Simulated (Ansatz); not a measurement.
BN (model structure, started from the MgO type, Pm-3n, No. 223, 12 atoms in the cell) was calculated with r²SCAN+rVV10 (Ansatz, a first-principles code, PAW).

Settings: plane-wave cutoff 560 eV, 8×8×8 k mesh, Fermi–Dirac smearing 0.01 eV, scalar-relativistic PAW data made under PBE.

Computed at the level's own relaxed cell.

```xyz
12
Lattice="4.4167 0.0000 0.0000 0.0000 4.4167 0.0000 0.0000 0.0000 4.4167" Properties=species:S:1:pos:R:3 pbc="T T T"
B      1.1042     0.0000     2.2083
B      3.3125     0.0000     2.2083
B      2.2083     3.3125     0.0000
B      2.2083     1.1042     0.0000
B      0.0000     2.2083     3.3125
B      0.0000     2.2083     1.1042
N      1.1042     2.2083     0.0000
N      3.3125     2.2083     0.0000
N      0.0000     3.3125     2.2083
N      0.0000     1.1042     2.2083
N      2.2083     0.0000     3.3125
N      2.2083     0.0000     1.1042
```

List the 32 lowest band energies at Γ above −25 eV (eV, relative to the valence band maximum), grouping those that round alike.

At Γ: -20.84, -18.22 (×2), -15.17 (×3), -10.85 (×2), -10.42, -8.33 (×3), -5.21 (×3), -3.76 (×3), -3.29 (×3), 0.00 (×3), 6.14, 6.31, 6.96 (×3), 7.44 (×3).

Note: the relaxation could raise the start's symmetry but not lower it, so the cell can be a saddle point.

A model structure was made by putting elements into a prototype or built by hand; it is no filed structure, need not be a known phase, and can be a saddle point held by its symmetry.
